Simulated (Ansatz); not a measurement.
Band structure of SrAs2Ru2 (I4/mmm, 5 atoms in the cell).

```yaml
crystal:
  lattice:
    - [-2.08740, 2.08740, 5.70048]
    - [2.08740, -2.08740, 5.70048]
    - [2.08740, 2.08740, -5.70048]
  atoms:
    - { symbol: Sr, position: [0.00000, 0.00000, 0.00000] }
    - { symbol: As, position: [0.64322, 0.64322, 0.00000] }
    - { symbol: As, position: [0.35678, 0.35678, 0.00000] }
    - { symbol: Ru, position: [0.25000, 0.75000, 0.50000] }
    - { symbol: Ru, position: [0.75000, 0.25000, 0.50000] }
```

Method: LDA (PW92), PAW files made with PBE (plane waves; Ansatz, an electronic-structure program).

Settings: kpoints.mp_grid.grid = 6 6 6; hamiltonian.xc = lda; hamiltonian.pseudopotentials = {kind: paw} (the program's default PAW files); scf.occupations.method = gaussian; scf.occupations.width = 0.05 eV; kpoints.band_path.npoints = 8.

The starting cell comes from a database of computed structures (which also holds hypothetical and non-ambient phases and stackings), without a prior relaxation at this level. Spin polarisation is off.

Levels in eV from the Fermi level, bands 33 to 40:
| point | 33 | 34 | 35 | 36 | 37 | 38 | 39 | 40 |
|---|---|---|---|---|---|---|---|---|
| Γ | -0.89 | -0.27 | -0.17 | -0.17 | 0.85 | 1.09 | 1.80 | 2.85 |
| X | -2.36 | -0.86 | -0.75 | -0.68 | -0.67 | -0.50 | 1.28 | 1.40 |
| Y | -2.40 | -1.15 | -0.70 | -0.60 | -0.44 | -0.26 | 1.29 | 1.47 |
| S | -1.73 | -1.71 | -1.52 | -0.14 | 0.99 | 1.28 | 2.49 | 2.81 |
| Z | -0.26 | 0.12 | 0.12 | 0.26 | 0.74 | 1.09 | 2.25 | 3.21 |
| S1 | -1.73 | -1.71 | -1.52 | -0.14 | 0.99 | 1.28 | 2.49 | 2.81 |
| N | -1.92 | -1.88 | -1.23 | -0.86 | 1.22 | 1.41 | 2.06 | 2.80 |
| P | -2.33 | -0.81 | -0.81 | -0.68 | -0.67 | -0.50 | 1.34 | 1.34 |
| Y1 | -2.40 | -1.15 | -0.70 | -0.60 | -0.44 | -0.26 | 1.29 | 1.47 |

Bands cross the Fermi level along this path, so the cell is metallic at this level.

Keys are those of Ansatz 0.2.
